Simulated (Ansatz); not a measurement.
# Se: Se → Ir

The reference is Se (space group P3_121, No. 152; a = 4.507 Å, c = 4.989 Å; made of chains).

Perturbation: Ir takes the place of Se on all its sites; the structure is relaxed again.

All numbers come from DFT with r2SCAN, PAW potentials and a 500 eV plane-wave cutoff in Ansatz (a quantum-chemistry and plane-wave program), no spin-orbit coupling, earlier PAW set. k-mesh 18×18×18 (Γ-centred); smearing 0.05 eV (Fermi–Dirac), for the changed cell.

```json
[
 {"quantity": "volume per atom", "base": "29.25 Å³", "changed": "16.61 Å³", "shift": "-12.64 Å³"},
 {"quantity": "density", "base": "4.48 g/cm³", "changed": "19.22 g/cm³", "shift": "+14.74 g/cm³"},
 {"quantity": "space group", "base": "P3_121 (No. 152)", "changed": "Pm-3m (No. 221)", "shift": "–"},
 {"quantity": "band gap", "base": "1.33 eV", "changed": "zero", "shift": "–"}
]
```

Final structure:

```
Ir
1.0
    2.55133     0.00000     0.00000
    0.00000     2.55133     0.00000
    0.00000     0.00000     2.55133
Ir
1
Direct
  0.50000   0.50000   0.50000
```

No phonon test of stability was made. As relaxed here, Ir is a hypothetical phase, not in the database extracts checked. All final runs are without spin polarisation. No dispersion term is included, though the crystal is made of layers, chains or molecules, so its spacings can come out too wide.
